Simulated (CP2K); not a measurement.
A user runs CP2K on SnTe (P3_221, 6 atoms in the cell) and asks whether the run is sound. The aim is a self-consistent single point with DFT LDA (Pade form), GPW, DZVP-MOLOPT-SR-GTH basis, GTH-PADE potentials (GTH_POTENTIALS).

Cell that was meant: a = 4.9259 Å, b = 4.9259 Å, c = 11.2849 Å, α = 90.00°, β = 90.00°, γ = 120.00°.

Part of the input:

```
    &END CELL
    &COORD
      SCALED
      Sn       3.54564411     0.00000000     7.52330043
      Sn      -1.77282205     3.07061785     3.76164457
      Sn       0.69011495     1.19531415     0.00000000
      Te       2.40825980     0.00000000     1.88082793
      Te      -1.20412990     2.08561415     9.40411707
      Te       1.25880710     2.18031785     5.64247250
    &END COORD
    &KIND Sn
      BASIS_SET DZVP-MOLOPT-SR-GTH
```

Output, abridged:

```
 GLOBAL| Method name                                                        CP2K
   [... lines left out ...]
                        No outer SCF

 Extrapolation method: initial_guess

 Number of electrons:                                                         30
 Number of occupied orbitals:                                                 15
 Number of molecular orbitals:                                                21

 Number of orbital functions:                                                 78
 Number of independent orbital functions:                                     78
 SCF WAVEFUNCTION OPTIMIZATION

  Step     Update method      Time    Convergence         Total energy    Change
     1 NoMix/Diag. 0.30E+00      -     0.76034793       -33.6153194182 -3.36E+01
     2 Broy./Diag. 0.30E+00      -     0.05306745       -32.3553342020  1.26E+00
     3 Broy./Diag. 0.30E+00      -     0.06078102       -32.3560389382 -7.05E-04
     4 Broy./Diag. 0.30E+00      -     0.01239443       -32.4494145434 -9.34E-02
     5 Broy./Diag. 0.30E+00      -     0.00288479       -32.4445318577  4.88E-03
     6 Broy./Diag. 0.30E+00      -     0.00214753       -32.4279268363  1.66E-02
   [... 6 lines left out ...]
    13 Broy./Diag. 0.30E+00      -     0.00000295       -32.4149949594  4.20E-05
    14 Broy./Diag. 0.30E+00      -     0.00000053       -32.4149877499  7.21E-06
    15 Broy./Diag. 0.30E+00      -     0.00000072       -32.4149864408  1.31E-06
    16 Broy./Diag. 0.30E+00      -     0.00000007       -32.4149865210 -8.02E-08
  *** SCF run converged in    16 steps ***

  Overlap energy of the core charge distribution:               0.01234777249956
  Self energy of the core charge distribution:                -75.36583527837367
  Core Hamiltonian energy:                                     19.61159127216870
  Hartree energy:                                              32.49915486243351
  Exchange-correlation energy:                                 -9.17190544316660
  Smearing free energy correction:                             -0.00033970662066
  Fermi energy:                                                 0.11396028076369

  Total energy:                                               -32.41498652101132

 ENERGY| Total FORCE_EVAL ( QS ) energy [hartree]            -32.414986780727347

   [... lines left out ...]
 STRESS|                        x                   y                   z
 STRESS|      x        6.24886498714E+05   6.61441378920E+04   2.32027346525E+05
 STRESS|      y        6.61441378920E+04   2.56423216973E+05  -3.41686624948E+05
 STRESS|      z        2.32027346525E+05  -3.41686624948E+05   2.01744908104E+06
 STRESS| 1/3 Trace                                             9.66252932244E+05
```

Q: Is anything amiss in this input, and did it matter?

A: The run is not sound. The fault is fractional and Cartesian coordinates mixed up. The same three numbers mean different points as fractional and as Cartesian coordinates. To fix it, make label and numbers agree, by changing either. The run converged in 16 iterations without an error; against the sound input the free energy rises by 13.1 eV/atom, the pressure goes from -0.91 to 96.63 GPa and the largest force goes from 1.853 to 113.4 eV/Å.

The sound input it was made from differs as follows (other fixes are possible):
```diff
-      Sn       3.54564411     0.00000000     7.52330043
-      Sn      -1.77282205     3.07061785     3.76164457
-      Sn       0.69011495     1.19531415     0.00000000
-      Te       2.40825980     0.00000000     1.88082793
-      Te      -1.20412990     2.08561415     9.40411707
-      Te       1.25880710     2.18031785     5.64247250
+      Sn       0.71980000     0.00000000     0.66666700
+      Sn       0.00000000     0.71980000     0.33333300
+      Sn       0.28020000     0.28020000     0.00000000
+      Te       0.48890000     0.00000000     0.16666700
+      Te       0.00000000     0.48890000     0.83333300
+      Te       0.51110000     0.51110000     0.50000000
```

With that input, the run converged in 14 iterations: free energy E − TS -960.4662 eV; Fermi level (on the code's own zero) 2.33 eV; pressure -0.91 GPa; largest force (vector length) 1.853 eV/Å (DFT LDA (Pade form), GPW, DZVP-MOLOPT-SR-GTH basis, GTH-PADE potentials (GTH_POTENTIALS)).

On the sound input: the starting cell was generated: these elements placed on a structure prototype, without a prior relaxation; it need not be a known phase or ordering of this composition. Its lattice was rescaled by a random factor within 2.5 % of one. Values carry the incompleteness of an atom-centred basis. Forces in this geometry exceed 1 eV/Å. The run gives no clean gap (levels at the Fermi energy touch, overlap or are partly filled at this smearing), which alone does not show that the compound is a metal.
